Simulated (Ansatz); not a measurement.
**What biaxial strain −0.82 %, plane normal [001], relaxed out of plane does to TiAl**

Base system: TiAl (space group P4/mmm, No. 123; a = 2.824 Å, c = 4.075 Å; relaxed with 0.1 eV smearing). Axes: x, y, z lie along a, b, c of the conventional cell.

Modification: biaxial strain −0.82 %, plane normal [001], relaxed out of plane (Cartesian); in-plane vectors clamped, the third vector and the atoms free.

Calculations: PBE/PAW in Ansatz (a first-principles code), spin-orbit coupling left out, earlier PAW set. k-mesh 20×20×14 (Γ-centred); smearing 0.1 eV (Fermi–Dirac).

- Volume per atom: 16.11 Å³ (base 16.25 Å³)
- Space group: P4/mmm (No. 123) (base P4/mmm (No. 123))
- Shortest interatomic distance: 2.801 Å (base 2.824 Å)
- Pressure (mean of the normal stresses, compression positive): 1.0 GPa (base 0.0 GPa)
- Band gap: zero (base zero)
- Out-of-plane strain: +0.81 %
- Mean in-plane stress (compression positive): +1.5 GPa

Final structure (turned so that z lies along the plane normal):

```xyz
2
Lattice="2.8007 0.0000 0.0000 0.0000 2.8007 0.0000 0.0000 0.0000 4.1076" Properties=species:S:1:pos:R:3 pbc="T T T"
Al     1.4004     1.4004     2.0538
Ti     0.0000     0.0000     0.0000
```

Cost of the whole job for the changed cell (relaxation, final SCF and bands): very roughly 22 core-seconds.

Stability against distortions was not tested. All final runs are without spin polarisation.
